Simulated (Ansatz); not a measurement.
**W: pressure series**

Take W in the bcc (W type) structure (space group Im-3m, No. 229; a = 3.169 Å) as the base.

Cell and atoms are relaxed at each pressure.

The values are results of r2SCAN (Ansatz, an electronic-structure program), spin-orbit coupling left out, not measurements.

Notes on the quantities. enthalpy: H = E + PV relative to the base's energy.

| variant | lattice parameter a | enthalpy |
|---|---|---|
| base | 3.169 Å | – |
| pressure −2 GPa | ___ | -0.20 eV/atom |
| pressure −1 GPa | 3.173 Å | -0.10 eV/atom |
| pressure 1.8 GPa | ___ | +0.18 eV/atom |
| pressure 4.2 GPa | 3.156 Å | +0.41 eV/atom |
| pressure 9 GPa | 3.141 Å | +0.88 eV/atom |
| pressure 18 GPa | 3.116 Å | +1.74 eV/atom |
| pressure 30 GPa | ___ | +2.86 eV/atom |
| pressure 45 GPa | ___ | +4.21 eV/atom |
| pressure 60 GPa | 3.023 Å | +5.52 eV/atom |

### Question
Fill in the withheld entries from the trend.

### Answer

- pressure −2 GPa, lattice parameter a: 3.176 Å
- pressure 1.8 GPa, lattice parameter a: 3.163 Å
- pressure 30 GPa, lattice parameter a: 3.086 Å
- pressure 45 GPa, lattice parameter a: 3.053 Å

Load acts through the strain it causes; cell and atoms are relaxed under it. Whether these cells are dynamically stable was not tested. No other phases were tried under pressure. All final runs are without spin polarisation.
